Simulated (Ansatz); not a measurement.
**HfS2 under a change: biaxial strain −1.50 %, plane normal [001], relaxed out of plane**

Consider HfS2 in the CdI2 type structure (space group P-3m1, No. 164; a = 3.6057 Å, c = 5.7676 Å; layered, stacked along the Cartesian z axis). Axes: x lies along a and z along c of the hexagonal cell.

Now apply this change: compressive biaxial strain of 1.50 % in the plane normal to [001], as in epitaxy on a mismatched substrate; the out-of-plane cell vector and the atoms relax.

Computed with plane-wave PAW DFT at the PBE-D3(BJ) level (Ansatz, a program for electronic structure, 420 eV), spin-orbit coupling left out. k-mesh 11×11×6 (Γ-centred); smearing 0.05 eV (Fermi–Dirac).

| quantity | base | changed | shift |
|---|---|---|---|
| volume per atom | 21.65 Å³ | 21.11 Å³ | -0.54 Å³ |
| space group | P-3m1 (No. 164) | P-3m1 (No. 164) | – |
| shortest interatomic distance | 2.541 Å | 2.529 Å | -0.0114 Å |
| pressure (mean of the normal stresses, compression positive) | 0.00 GPa | 1.76 GPa | +1.76 GPa |
| band gap (an upper bound: an edge found on the path is not a true extremum; the changed cell) | 0.85 eV | 0.76 eV | -0.09 eV |
| out-of-plane strain | – | +0.52 % | – |
| ratio −ε⊥/ε∥ | – | 0.35 | – |
| mean in-plane stress (compression positive) | – | +2.7 GPa | – |

Cost of the whole job for the changed cell (relaxation, final SCF and bands): roughly 50 core-seconds.

Spin-orbit coupling, missing from the scalar runs, can matter with Hf. Whether these cells are dynamically stable was not tested.
